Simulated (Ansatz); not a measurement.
An Ansatz (a quantum-chemistry and plane-wave program) input (plane-wave PAW DFT at the PBEsol level (Ansatz, 420 eV), spin-orbit coupling left out):

Ansatz 0.2 input:
```yaml
crystal:
  lattice:
    - [2.9084855997, 0, 0]
    - [0, 2.9084855997, 0]
    - [0, 0, 2.9666553117]
  atoms:
    - { symbol: Zn, position: [0.5, 0.5, 0.5] }
    - { symbol: Cu, position: [0, 0, 0] }
basis: { ecutwfc: 420, ecutrho_ratio: 4, xc_grid: 2, fft_grid_basis: typed }
kpoints: { mp_grid: { grid: [20, 20, 20] } }
hamiltonian:
  xc: pbesol
  dispersion: none
  pseudopotentials: { kind: paw }
scf: { occupations: { method: fermi_dirac, width: 0.1 }, convergence: { dr2_threshold: 0.0000000002 } }
relax: { f_tol: 0.005, max_steps: 50 }
output: { forces: true, stress: true }
checkpoint: { write: state.ck, write_every: 1000 }
```

Question: Which symmetry and how many k-points will the program report, and about how many plane waves at Γ?

Answer: Space group P4/mmm (ITA 123) with 16 operations, k-points 726 of 8000, and 469 plane waves at Γ.

Question: And the final pressure?

Answer: -2.58 GPa (compression positive).

The cells carry an imposed strain or load. No phonon test of stability was made. All final runs are without spin polarisation. The cell was made from ZnCu in the CsCl type structure (space group Pm-3m, No. 221) by this change: uniaxial strain ε_zz = +2.00 %.
